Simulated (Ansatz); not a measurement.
Input:

```yaml
crystal:
  lattice:
    - [5.95296, 0.00000, 0.00000]
    - [0.00000, 5.95296, 0.00000]
    - [0.00000, 0.00000, 5.95296]
  atoms:
    - { symbol: Cs, position: [0.00000, 0.00000, 0.00000] }
    - { symbol: Pb, position: [0.50000, 0.50000, 0.50000] }
    - { symbol: Br, position: [0.00000, 0.50000, 0.50000] }
    - { symbol: Br, position: [0.50000, 0.50000, 0.00000] }
    - { symbol: Br, position: [0.50000, 0.00000, 0.50000] }
```

No spin polarisation.

Level of theory: PBE, PAW, 420 eV (Ansatz, a quantum-chemistry and plane-wave program; scalar-relativistic without spin-orbit coupling). k-mesh 6×6×6 (Γ-centred); smearing 0.05 eV (Fermi–Dirac).

Question: Predict the gap character.

Answer: Direct at R.

Question: What is the computed band gap?

Answer: 1.69 eV.

Spin-orbit coupling, missing from the scalar runs, can matter with Pb. The cells carry an imposed strain or load. Whether these cells are dynamically stable was not tested. The cell was made from CsPbBr3 in the cubic perovskite structure (space group Pm-3m, No. 221) by this change: isotropic strain −0.83 %. Many cubic perovskites are stable only at high temperature; tilts and polar distortions were not tested. This is not the structure that CsPbBr3 has at room temperature and ambient pressure.
